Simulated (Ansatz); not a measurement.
Band gap of Be(OH)2 (P2₁2₁2₁, No. 19) at several levels of theory

No measured value is used here.

```json
[
 {"level (code)": "LDA (Ansatz)", "value (eV)": "5.90", "cell (Å³/atom)": "6.72"},
 {"level (code)": "PBEsol (Ansatz)", "value (eV)": "5.83", "cell (Å³/atom)": "7.07"},
 {"level (code)": "r²SCAN (Ansatz)", "value (eV)": "6.21", "cell (Å³/atom)": "7.27"},
 {"level (code)": "r²SCAN+rVV10 (Ansatz)", "value (eV)": "6.16", "cell (Å³/atom)": "7.15"},
 {"level (code)": "HSE06 (Ansatz)", "value (eV)": "7.48", "cell (Å³/atom)": "7.27"}
]
```

Computed values are for a static lattice.  LDA, PBEsol, r²SCAN, r²SCAN+rVV10, HSE06: the gap is read on the k mesh or supercell of the run alone and can be too large. LDA, PBEsol, r²SCAN, r²SCAN+rVV10: the relaxation could not lower the start's symmetry, so the cell can be a saddle point above a distorted one. Values are at the level's own relaxed cell; HSE06 at the r²SCAN cell. K meshes differ between the levels. Ansatz's density-functional and Hartree–Fock values are scalar-relativistic unless marked +SOC, with PAW data made under PBE.

Ansatz is a first-principles code.
